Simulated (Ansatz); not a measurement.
Worked example: self-consistent single point of BePd (P4mm, 2 atoms in the cell) in Ansatz (an electronic-structure program).

Computed with PBEsol, default PAW files made with PBE (plane waves; Ansatz).

```
CELL_PARAMETERS angstrom
      2.80321     0.00000     0.00000
      0.00000     2.80321     0.00000
      0.00000     0.00000     2.80321
ATOMIC_POSITIONS crystal
  Be 0.00000 0.00000 0.01784
  Pd 0.50000 0.50000 0.50000
```

Reference input (self-consistent single point, DFT, PBEsol, plane waves, default PAW files made with PBE): basis.ecutwfc = 420 eV; kpoints.mp_grid.grid = 12 12 12; hamiltonian.xc = pbesol; hamiltonian.pseudopotentials = {kind: paw} (the program's default PAW files); scf.occupations.method = fermi_dirac; scf.occupations.width = 0.1 eV. This run's input differs from it in these lines:

Ansatz 0.2 input:
```diff
@@ -11,3 +11,3 @@
 kpoints:
-  mp_grid: { grid: [12, 12, 12] }
+  mp_grid: { grid: [19, 19, 19] }
 hamiltonian:
@@ -16,3 +16,3 @@
 scf:
-  occupations: { method: fermi_dirac, width: 0.1 eV }
+  occupations: { method: fermi_dirac, width: 0.02 eV }
 output:
```

Log, with long lists cut:

```
SCF iter   1: F=—  HF=-6998.244490 eV  |F-HF|=—  |Δ(HF+E_count)|=         —  Δρ=8.79e-3  dr2=1.71e-2  ethr=1.77e-3  ⟨swp⟩=6.0  Hψ=43949  notcnv=0
all-band conjugate gradients solve this SCF's bands
preconditioner: auto → none
SCF iter   2: F=—  HF=-6998.241506 eV  |F-HF|=—  |Δ(HF+E_count)|=   2.98e-3  Δρ=4.56e-3  dr2=4.99e-3  ethr=8.56e-5  ⟨swp⟩=2.0  Hψ=13791  notcnv=0  defer=34
   [... lines left out ...]
SCF iter   4: F=—  HF=-6998.240388 eV  |F-HF|=—  |Δ(HF+E_count)|=   3.28e-6  Δρ=4.03e-5  dr2=1.18e-7  ethr=2.57e-8  ⟨swp⟩=2.7  Hψ=13903  notcnv=0  defer=34
iter 5 did not close the SCF: its close was put off for the readings that it lacked (scf_convergence_deferred on its scf_iter line)
SCF iter   5: F=-6998.240388 eV  HF=-6998.240388 eV  |F-HF|=1.64e-8  |Δ(HF+E_count)|=   7.44e-8  Δρ=1.02e-5  dr2=2.23e-8  ethr=5.89e-10  ⟨swp⟩=2.2  Hψ=11655  notcnv=0  defer=34
SCF iter   6: F=-6998.240388 eV  HF=-6998.240388 eV  |F-HF|=2.73e-11  |Δ(HF+E_count)|=   7.91e-9  Δρ=1.92e-6  dr2=4.01e-10  ethr=1.11e-10  ⟨swp⟩=2.2  Hψ=23568  notcnv=0
SCF 1 converged in 6 iterations: F = -6998.240388 eV  dr2 = 4.01e-10
Free energy (F): -6998.240388 eV
Internal energy: -6998.238621 eV  (E = F + TS)
E sigma→0 (E₀):  -6998.239505 eV
Entropy (-TS):   -0.001766 eV (-0.883 meV/atom)
Fermi energy:    17.049726 eV
--- Forces (eV/Å), atoms counted from 1 ---
  atom   1  Be     0.00000000     0.00000000    -0.21570470
  atom   2  Pd    -0.00000000     0.00000000     0.21574892
--- Stress (GPa, compression-positive) ---
       -0.853207       0.000000       0.000000
        0.000000      -0.853207       0.000000
        0.000000       0.000000      -1.137533
  P = ⅓ Tr σ = -0.9480 GPa (-9.480 kbar)
  The stress holds the Pulay correction. Without it, at fixed plane waves, as pw.x and ABINIT print it: P = -0.9916 GPa
```

The run converged in 6 iterations. Against the reference run the free energy rises by 5.6 meV/atom, the pressure goes from -0.83 to -0.95 GPa and the largest force stays at 0.216 eV/Å.

The starting cell comes from a database of computed structures (which also holds hypothetical and non-ambient phases and stackings), without a prior relaxation at this level. Its lattice was rescaled by up to half a per cent. One atom was moved a little off its site on purpose. Spin polarisation is off. Ansatz's pressure includes its estimate of the finite-basis (Pulay) stress.
